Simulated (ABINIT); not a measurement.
Band structure of InP (F-43m, 2 atoms in the cell).

```yaml
crystal:
  lattice:
    - [0.00000, 2.93500, 2.93500]
    - [2.93500, 0.00000, 2.93500]
    - [2.93500, 2.93500, 0.00000]
  atoms:
    - { symbol: In, position: [0.00000, 0.00000, 0.00000] }
    - { symbol: P, position: [0.25000, 0.25000, 0.25000] }
```

Computed with PBE, norm-conserving pseudopotentials (PseudoDojo nc-sr-05 PBE standard) (plane waves; ABINIT).

Settings: pseudos = [In.upf, P.upf]; ecut = 35 Ha; occopt = 3; tsmear = 0.02 eV; ngkpt = 7 7 7; nshiftk = 1; shiftk = 0 0 0; potentials = PseudoDojo nc-sr-05 PBE standard; kptopt = 1; nstep = 100; tolvrs1 = 1e-12; ndtset = 2; getden2 = 1.

The starting cell has typed, rounded lattice constants, without a prior relaxation at this level.

### Question
Predict the gap along the standard path and the places of the band edges.

### Answer
The gap along the path is 0.69 eV, direct at Γ to within 0.01 eV.

Levels in eV from the top of the valence band on the SCF mesh, bands 6 to 13:
```csv
point,6,7,8,9,10,11,12,13
Γ,-11.49,0.00,0.00,0.00,0.69,4.09,4.09,4.09
X,-9.14,-5.73,-2.30,-2.30,1.77,2.27,9.21,9.55
W,-9.06,-5.58,-2.93,-2.89,4.30,4.36,5.56,6.21
K,-9.15,-5.59,-3.28,-1.92,2.36,4.39,7.51,7.54
L,-9.78,-5.71,-0.96,-0.96,1.49,4.81,4.81,7.11
U,-9.15,-5.59,-3.28,-1.92,2.36,4.39,7.51,7.54
```
